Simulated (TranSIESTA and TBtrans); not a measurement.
System: Si chain with a Si atom beside one bond. Leads: straight Si chain, spacing 2.25 Å. Geometry: 3 atoms about the centre moved by SIESTA (PBE, DZP) to a largest force of 0.02 eV/Å, all others as built. Transport runs along z; the first 6 and the last 6 of the 23 atoms are the lead cells, repeated to infinity.

```xyz
23
Lattice="9.000 0.000 0.000 0.000 9.000 0.000 0.000 0.000 49.500" Properties=species:S:1:pos:R:3 pbc="F F T"
Si     4.500     4.500     0.000
Si     4.500     4.500     2.250
Si     4.500     4.500     4.500
Si     4.500     4.500     6.750
Si     4.500     4.500     9.000
Si     4.500     4.500    11.250
Si     4.500     4.500    13.500
Si     4.500     4.500    15.750
Si     4.500     4.500    18.000
Si     4.500     4.500    20.250
Si     4.823     4.500    22.484
Si     4.821     4.500    24.765
Si     4.500     4.500    27.000
Si     4.500     4.500    29.250
Si     4.500     4.500    31.500
Si     4.500     4.500    33.750
Si     6.876     4.500    23.625
Si     4.500     4.500    36.000
Si     4.500     4.500    38.250
Si     4.500     4.500    40.500
Si     4.500     4.500    42.750
Si     4.500     4.500    45.000
Si     4.500     4.500    47.250
```

Run with TranSIESTA and TBtrans (open boundaries, self-consistent; PseudoDojo norm-conserving potentials, scalar-relativistic): PAO.BasisSize DZP, PAO.EnergyShift 0.15 eV, XC.Authors PBE, Mesh.Cutoff 200 Ry, ElectronicTemperature 300 K, TS.Voltage 0.0 eV, TBT.Elecs.Eta 0.001 eV, no spin polarisation.

Energies count from the leads' Fermi level. Transmissions are for one spin of a degenerate pair. The energy step is 0.01 eV; narrower resonances are cut or missed.

```csv
E (eV),T
-0.20,2.18
-0.15,2.20
-0.10,2.22
-0.05,2.22
0.00,2.22
0.05,2.22
0.10,2.21
0.15,2.19
0.20,2.18
```

Problem. Give the zero-bias conductance in μS and the resistance at 300 K.

Solution. At the Fermi level T = 2.22. Averaged with −∂f/∂E over the full grid (kT = 25.9 meV) it is 2.22. With G0 = 2e²/h = 77.48 μS, G = 172 μS and R = 1/G = 5.81 kΩ.

Problem. The eigenchannels at the Fermi level transmit 0.980, 0.803, 0.441. What Fano factor of the shot noise follows at low temperature and bias?

Solution. F = Σ τ(1 − τ)/Σ τ = 0.424/2.22 = 0.19.

The straight chain is held at its spacing; free chains may zigzag or dimerise. No spin-polarised start was tried, so a magnetic state, if there is one, is missed.
